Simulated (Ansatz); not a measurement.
BP under load (space group I-4m2), r2SCAN with spin-orbit coupling, rigid bands in Ansatz (a program for electronic structure). Condition of this run: uniaxial stress zz = -2 GPa (compression positive) (the target of the relaxation). Band gap 1.35 eV, N_c = 2.73e19 cm⁻³ and N_v = 1.36e19 cm⁻³ at 300 K, conductivity masses along y (a = (0.00, 2.27, 2.28) Å; b = (2.27, 0.00, 2.28) Å; c = (2.27, 2.27, 0.00) Å) of 0.394 mₑ (electrons) and 0.406 mₑ (holes). Take k_BT = 0.02585 eV.

### Question
Find the intrinsic carrier density and the intrinsic Fermi level.

### Answer
n_i = √(N_c N_v) exp(−E_g/2k_BT) = 1.93e19 × exp(−26.11) = 8.8e7 cm⁻³. The level lies (k_BT/2) ln(N_v/N_c) = -9 meV from mid-gap (positive towards the conduction band). Each 0.1 eV added to the gap lowers n_i by a factor of 6.9.

### Question
What built-in voltage has an abrupt junction with N_A = 1e16 and N_D = 1e17 cm⁻³, all dopants ionised?

### Answer
V_bi = E_g/e − (k_BT/e) ln(N_c N_v/(N_A N_D)) = 1.35 − 0.02585 × 12.82 = 1.02 V, for the computed gap.

### Question
A film of it is 2 nm thick, with its normal along the direction named. Estimate the confinement energies in an infinite well.

### Answer
ħ²π²/(2m t²) = 0.376 eV·nm²/(m/mₑ × t²) gives 239 meV for electrons and 232 meV for holes, so the gap would widen to about 1.82 eV. Finite barriers and nonparabolic bands lower this, and with several valleys or bands the heaviest mass along the normal sets the lowest level, not this average.

Rigid bands with the computed gap; masses take one relaxation time for all states.
